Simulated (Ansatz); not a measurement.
The starting structures come from a database of crystals and need not be the phases stable at ambient conditions.

Input:

```xyz
2
Lattice="3.8856 0.0000 0.0000 0.0000 3.8856 0.0000 1.9428 1.9428 2.6937" Properties=species:S:1:pos:R:3 pbc="T T T"
Zn     0.0000     0.0000     0.0000
S      3.8856     1.9428     1.3468
```

The cell is strained (lengths across the current scaled by 1.02, ions clamped); by r2SCAN it stands under a pressure of -2.8 GPa.

Transport runs along the normal of the first two printed cell vectors, the (001) (indices of the unstrained crystal) plane of the conventional cell.

No gap correction and no spin-orbit coupling; mid-gap is the computed energy nearest the middle.

Question: State the band gap and the smallest decay constant κ at mid-gap according to r2SCAN in Ansatz (a first-principles code).

Answer: Gap 2.48 eV on a 12×12×12 mesh; κ = 0.178 1/Å, at the zone centre.
